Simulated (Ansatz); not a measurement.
Consider AlRu in the CsCl type structure (space group Pm-3m, No. 221; a = 3.0048 Å; relaxed with 0.1 eV smearing).

The values are results of PBE in Ansatz (plane waves to 420 eV, PAW, no spin-orbit coupling), not measurements.

Strains are applied to the cell and any free atomic positions relax.

One change was made to it. Results:

```tsv
quantity	base	after
pressure	0.0 GPa	-2.9 GPa
energy relative to the base (free energy F)	0 meV/atom	+1.9 meV/atom
```

### Question
Which change produced these results?
(A) isotropic strain +1.50 %
(B) isotropic strain +0.50 %
(C) isotropic strain −0.50 %
(D) isotropic strain −3.00 %

### Answer
B, isotropic strain +0.50 %. For comparison, the pressure in the other runs: isotropic strain −0.50 % gives 3.2 GPa; isotropic strain −3.00 % gives 22.6 GPa; isotropic strain +1.50 % gives -8.2 GPa.

No phonon test of stability was made. All final runs are without spin polarisation.

Ansatz is an electronic-structure program.
